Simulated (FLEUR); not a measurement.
Equation of state of CsCl-type AuZn (space group 221): energy against volume (FLEUR, LDA)

```
AuZn
1.0
    3.02749     0.00000     0.00000
    0.00000     3.02749     0.00000
    0.00000     0.00000     3.02749
Zn Au
1 1
Cartesian
  1.51374   1.51374   1.51374
  0.00000   0.00000   0.00000
```

Computed with LDA (Perdew-Zunger), all-electron FLAPW (FLEUR), scalar-relativistic valence run with FLEUR. Settings: Kmax = 4.9 1/bohr; GmaxXC = 17.2 1/bohr; xcFunctional = pz; jspins = 1; l_soc = F; mode = hist; fermiSmearingEnergy = 0.00183747 Htr; mesh (inpgen div1-3) = 19 19 19; inpgen gamma flag = false; Gmax = 17.2 1/bohr; numbands = 0; maxIterBroyd = 40; imix = Anderson; alpha = 0.05; precondParam = 0; minDistance = 1e-05 me/bohr^3. The cell above is the first row's. The rows scale it uniformly. In all rows fractional positions and the k mesh are held. E is the free energy at the stated smearing, counted from the lowest row.

```
V (Å^3/atom)  E (meV/atom)
------------  ------------
13.874                   ?
14.176               16.62
14.478                4.73
14.779                0.00
15.081                1.55
15.383                8.61
15.684               20.49
15.986               36.60
16.287               56.39
```

Fit E of the 8 rows that show it with the third-order Birch-Murnaghan form, a cubic in V^(-2/3). With u = V^(-2/3) - 0.163, the rows have u = 0.007725, 0.005343, 0.003049, 0.000825, -0.001326, -0.003402, -0.005418, -0.007365. Least squares gives E = 3.619 - 2994.50·u + 585385·u² + 2604694·u³. Residuals (row less fit): 0.000, 0.002, -0.005, 0.002, -0.003, 0.011, -0.013, 0.004; standard error 0.009 (degrees of freedom: 4). Its minimum lies at u = 0.002515, so V0 = (0.165515)^(-3/2) = 14.85. There d²E/du² = 1210000 and d³E/du³ = 1.563e7, so B0 = (4/9) × 14.85^(-7/3) × 1210000 × 0.160218 = 159 GPa (the last factor turns the table's units into GPa), and B0' = 4 + (2/3) × 0.165515 × (1.563e7)/1210000 = 5.4.

Task: Estimate the missing E (V = 13.874); what did the run itself give?

Result: u = 0.010194, so E = 3.619 - 2994.50 × 0.010194 + 585385 × 0.010194² + 2604694 × 0.010194³ = 36.684 meV/atom. The calculation gives 36.68 meV/atom, which the fit meets to the printed digits. The row lies outside the fitted rows, so this is an extrapolation. From the scatter of the fitted rows alone, a prediction at this place has a standard error of 0.027 meV/atom, so the miss is 0.1 times that.

Carrying the step between the two nearest rows on in a straight line would have given 28.51, off by 8.17; series whose last step already gives the withheld value aren't shown. The scan was laid around a cell of about the measured size, scaled by a guess for this functional. The runs keep the symmetry of the cell, so they don't test it for distortions. Values depend on the basis (sphere radii, cutoffs, local orbitals), which need not be converged. Spin-orbit coupling is off. Cutoffs and mesh are single choices, not tested for convergence of this quantity. Series with a scatter that would blur these digits, or in which a gap closes, are not shown. Nor are scans whose minimum lies at an end fitted in this form.
